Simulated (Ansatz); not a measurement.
Ca: x(Ti) = 0.75, 4 atoms, P4/mmm

Consider Ca in the fcc (Cu type) structure (space group Fm-3m, No. 225; a = 5.455 Å).

The other end (x = 1) is Ti in the fcc (Cu type) structure (space group Fm-3m, No. 225; a model cell): 16.68 Å³/atom, gap zero; this end may not be an ambient phase.

It is then changed as follows: a fraction x = 0.75 of the Ca sites is given to Ti, ordered in a cell of 4 atoms (starting symmetry P4/mmm) and fully relaxed.

Calculations: DFT with PBEsol, PAW potentials and a 420 eV plane-wave cutoff in Ansatz (an electronic-structure program), without spin-orbit coupling. Settings: 16×16×5 k-points, 0.05 eV Fermi–Dirac smearing, for the changed cell.

| quantity | base | changed | shift |
|---|---|---|---|
| volume per atom | 40.59 Å³ | 20.52 Å³ | -20.07 Å³ |
| density | 1.64 g/cm³ | 3.72 g/cm³ | +2.08 g/cm³ |
| shortest interatomic distance | 7.289 bohr | 5.285 bohr | -2.0046 bohr |
| band gap | zero | zero | – |
| mixing energy (to 0.01 eV only: unlike meshes or grids) | – | +0.25 eV/atom | – |
| deviation of the volume from the linear (Vegard-type) interpolation | – | -9.4 % | – |

These are small ordered cells, not random alloys; other orderings at the same x differ. Whether these cells are dynamically stable was not tested. The final runs are not spin-polarised. CaTi3 has a high density of states at the Fermi level and may be magnetic at this level. This is not the structure that Ti has at room temperature and ambient pressure.
